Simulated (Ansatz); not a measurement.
**W on the Ta site (W_Ta) (bcc Ta host)**

All values below come from PBE, PAW (plane waves to 420 eV; Ansatz, a program for electronic structure). Details: 54-site cell; 4×4×4 shifted k-points; start: the Ta site; no spin–orbit coupling; finite-size errors of tenths of an eV; the relaxation kept the symmetry of the starting site.

Neighbours after relaxation, in Å: of the W atom: Ta 2.83, Ta 2.83, Ta 2.83, Ta 2.83, Ta 2.83, Ta 2.83, Ta 2.83, Ta 2.83 (the shell may go on).

Formation energies E_f are those of the neutral cell. Chemical conditions: host crystal and elements as references (Δμ(Ta) = 0.00 eV, Δμ(W) = 0.00 eV; W taken from its element, since no compound that bounds it was computed at this level; only phases computed here count, gases as isolated molecules at 0 K). Reference phases: Ta: bcc Ta, W: bcc W.

```
charge         moment (μB)  point group  largest move off a lattice site (Å)  E_f, host crystal and elements as references (eV)
------  ------------------  -----------  -----------------------------------  -------------------------------------------------
0       not spin-polarised           Oh                                 0.05                                              -0.21
```

Point groups are those of the whole cell at tolerances of 0.03 and 0.1 Å ("near" where only the looser one holds); none is given for unsettled states.

All states together cost very roughly 9 core-minutes.
